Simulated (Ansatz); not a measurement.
Worked example: zone-centre phonon calculation of Lu3TlC (Pm-3m, 5 atoms in the cell) in Ansatz (a quantum-chemistry and plane-wave program).

Method: LDA (PW92), default PAW files made with PBE (plane waves; Ansatz).

```xyz
5
Lattice="4.7318 0.0000 0.0000 0.0000 4.7318 0.0000 0.0000 0.0000 4.7318" Properties=species:S:1:pos:R:3 pbc="T T T"
Lu     2.3659     0.0000     2.3659
Lu     0.0000     2.3659     2.3659
Lu     2.3659     2.3659     0.0000
Tl     0.0000     0.0000     0.0000
C      2.3659     2.3659     2.3659
```

Reference input (self-consistent single point, DFT, LDA (PW92), plane waves, default PAW files made with PBE): basis.ecutwfc = 420 eV; kpoints.mp_grid.grid = 7 7 7; hamiltonian.xc = lda; hamiltonian.pseudopotentials = {kind: paw} (the program's default PAW files); scf.occupations.method = gaussian; scf.occupations.width = 0.1 eV. This run's input differs from it in these lines:

Ansatz 0.2 input:
```diff
@@ -14,3 +14,3 @@
 kpoints:
-  mp_grid: { grid: [7, 7, 7] }
+  mp_grid: { grid: [6, 6, 6] }
 hamiltonian:
@@ -20,6 +20,4 @@
   occupations: { method: gaussian, width: 0.1 }
-output:
-  forces: true
-  eigenvalues: true
-  stress: true
+phonons:
+  method: dfpt
```

Output, abridged:

```
SCF iter   1: F=—  HF=-54871.406103 eV  |F-HF|=—  |Δ(HF+E_count)|=         —  Δρ=5.15e-3  dr2=2.61e-2  ethr=1.77e-3  ⟨swp⟩=7.0  Hψ=15550  notcnv=0  defer=10
all-band conjugate gradients solve this SCF's bands
preconditioner: auto → Resta (q_TF=auto, 2.665 Å⁻¹)
SCF iter   2: F=—  HF=-54871.391085 eV  |F-HF|=—  |Δ(HF+E_count)|=   1.50e-2  Δρ=2.42e-3  dr2=3.25e-3  ethr=2.84e-5  ⟨swp⟩=3.1  Hψ=9694  notcnv=0  defer=48
   [... lines left out ...]
SCF iter   9: F=—  HF=-54871.390098 eV  |F-HF|=—  |Δ(HF+E_count)|=   8.67e-9  Δρ=9.64e-7  dr2=8.49e-10  ethr=1.09e-11  ⟨swp⟩=3.2  Hψ=8025  notcnv=0  defer=48
SCF iter  10: F=—  HF=-54871.390098 eV  |F-HF|=—  |Δ(HF+E_count)|=  2.18e-11  Δρ=3.10e-7  dr2=1.24e-10  ethr=1.00e-12  ⟨swp⟩=2.8  Hψ=6706  notcnv=0  defer=48
SCF iter  11: F=—  HF=-54871.390098 eV  |F-HF|=—  |Δ(HF+E_count)|=  1.24e-10  Δρ=1.29e-7  dr2=2.11e-11  ethr=1.00e-12  ⟨swp⟩=2.0  Hψ=4905  notcnv=0  defer=48
SCF iter  12: F=-54871.390098 eV  HF=-54871.390098 eV  |F-HF|=2.18e-11  |Δ(HF+E_count)|=  7.28e-12  Δρ=4.57e-8  dr2=1.99e-12  ethr=1.00e-12  ⟨swp⟩=14.2  Hψ=27955  notcnv=0
SCF 1 converged in 12 iterations: F = -54871.390098 eV  dr2 = 1.99e-12
DFPT response loops at Γ: preconditioner auto → Kerker (q_TF=auto, 2.665 Å⁻¹) (partly filled bands, converged f_vac=0.000) …
Free energy (F): -54871.390098 eV
Internal energy: -54871.386675 eV  (E = F + TS)
E sigma→0 (E₀):  -54871.388386 eV
Entropy (-TS):   -0.003423 eV (-0.685 meV/atom)
Fermi energy:    14.292577 eV
--- Phonons (Γ-DFPT): 4 representative perturbations + reference, on 64 of 216 k-points (Σ response iterations 12) ---
  k mesh reduced under 8 symmetry operations, with k and −k counted as one. Each operation leaves every solved displacement unchanged or reverses it
  ASR residual: 2.683e-5 → 0.000e0 eV/Å²; symmetrization residual: 3.861e-6 eV/Å²
  ASR residual per site (eV/Å²): 2.21e-5 2.21e-5 2.21e-5 1.75e-5 2.68e-5
  Γ frequencies (cm⁻¹): 0.00 0.00 0.00 70.86 70.86 70.86 78.24 78.24 78.24 138.27 138.27 138.27 362.65 362.65 362.65
  non-analytic LO–TO correction: not included (Born effective charges unavailable; polar crystals: no LO–TO splitting at Γ)
```

The run converged in 12 iterations. 

Summary of the result:
- Free energy E − TS (on the zero of these files) = -54871.3901 eV
- Fermi level (on the code's own zero) = 14.29 eV
- Zone-centre frequencies (cm⁻¹; negative means imaginary) = 0, 0, 0, 71, 71, 71, 78, 78, 78, 138, 138, 138, 363, 363, 363

The starting cell comes from a database of computed structures (which also holds hypothetical and non-ambient phases and stackings), without a prior relaxation at this level. Its lattice was rescaled by up to half a per cent.

Cost on one core of a shared machine: roughly 2 min.
